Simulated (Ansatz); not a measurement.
Band structure of GaSb (F-43m, 2 atoms in the cell).

```yaml
crystal:
  lattice:
    - [0.00000, 3.14195, 3.14195]
    - [3.14195, 0.00000, 3.14195]
    - [3.14195, 3.14195, 0.00000]
  atoms:
    - { symbol: Ga, position: [0.00000, 0.00000, 0.00000] }
    - { symbol: Sb, position: [0.75000, 0.75000, 0.75000] }
```

Level of theory: PBE, PAW files (plane waves; Ansatz, a program for electronic structure).

Settings: kpoints.mp_grid.grid = 9 9 9; hamiltonian.xc = pbe; hamiltonian.pseudopotentials = {kind: paw} (an earlier, softer set of the program's PAW files); scf.occupations.method = gaussian; scf.occupations.width = 0.1 eV; kpoints.band_path.npoints = 8.

The starting cell comes from a database of computed structures (which also holds hypothetical and non-ambient phases and stackings), without a prior relaxation at this level. Its lattice was rescaled by a random factor within 2.5 % of one. Spin-orbit coupling is off. The run gives no clean gap (levels at the Fermi energy touch, overlap or are partly filled at this smearing), which alone does not show that the compound is a metal.

Levels in eV from the Fermi level, bands 11 to 17:
```json
[
 {"point": "Γ", "11": "-10.98", "12": "-0.54", "13": "-0.03", "14": "-0.03", "15": "-0.03", "16": "2.77", "17": "2.77"},
 {"point": "X", "11": "-8.84", "12": "-6.48", "13": "-2.33", "14": "-2.33", "15": "0.95", "16": "1.37", "17": "8.16"},
 {"point": "W", "11": "-8.81", "12": "-6.37", "13": "-3.02", "14": "-2.81", "15": "3.36", "16": "4.20", "17": "4.27"},
 {"point": "K", "11": "-8.90", "12": "-6.33", "13": "-3.25", "14": "-1.99", "15": "1.43", "16": "3.73", "17": "6.24"},
 {"point": "L", "11": "-9.55", "12": "-6.02", "13": "-1.06", "14": "-1.06", "15": "0.22", "16": "3.72", "17": "3.72"},
 {"point": "U", "11": "-8.90", "12": "-6.33", "13": "-3.25", "14": "-1.99", "15": "1.43", "16": "3.73", "17": "6.24"}
]
```

Bands cross the Fermi level along this path, so the cell is metallic at this level.

Keys are those of Ansatz 0.2.
